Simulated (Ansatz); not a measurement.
Effect of uniaxial strain ε_zz = +1.50 % on ZnS

Start from ZnS in the zinc blende structure (space group F-43m, No. 216; a = 5.2968 Å). Axes: x, y, z lie along the cube axes.

It is then changed as follows: the cell is stretched by 1.50 % along z with no lateral relaxation; the atoms relax in the strained cell.

Calculations: LDA (Ansatz, a program for electronic structure, PAW, scalar-relativistic without spin-orbit coupling). k-mesh 11×11×11 (Γ-centred); smearing 0.05 eV (Fermi–Dirac).

The volume per atom rises by 0.279 Å³ to 18.85 Å³ and the space group changes from F-43m (No. 216) to I-4m2 (No. 119). The shortest interatomic distance rises by 0.0115 Å (2.294 Å → 2.305 Å) and the energy rises by 1.5 meV/atom. The pressure (mean of the normal stresses, compression positive) drops by 1.25 GPa, from -0.01 GPa to -1.26 GPa and the band gap drops by 0.09 eV (2.13 eV → 2.04 eV). The gap character remains direct at Γ and the electron mass changes from 0.17 mₑ (at Γ) to 0.16 mₑ (at Γ). The valence-band top at Γ (three highest levels, from the VBM) changes from 0.00, 0.00, 0.00 eV to 0.00, 0.00, -0.06 eV and the valley order (the lowest conduction-band minima on the path, energy above the VBM, named in the base's zone) goes from Γ 2.13 eV; X along ⟨100⟩ 3.05 eV; L along ⟨111⟩ 3.20 eV to Γ 2.04 eV; X along [010] 3.04 eV; X along [001] 3.12 eV; L along [111] 3.15 eV. The stress (xx, yy, zz, yz, xz, xy; compression positive) is (-1.02, -1.02, -1.73, 0.00, 0.00, 0.00) GPa.

Final structure:

```
CELL_PARAMETERS angstrom
      0.00000     2.64841     2.68814
      2.64841     0.00000     2.68814
      2.64841     2.64841     0.00000
ATOMIC_POSITIONS crystal
  Zn 0.00000 0.00000 0.00000
  S  0.75000 0.75000 0.75000
```

Effective masses come from finite differences of ±0.01 Å⁻¹. Whether these cells are dynamically stable was not tested. Labels are those of the standard path for the cell's own space group.
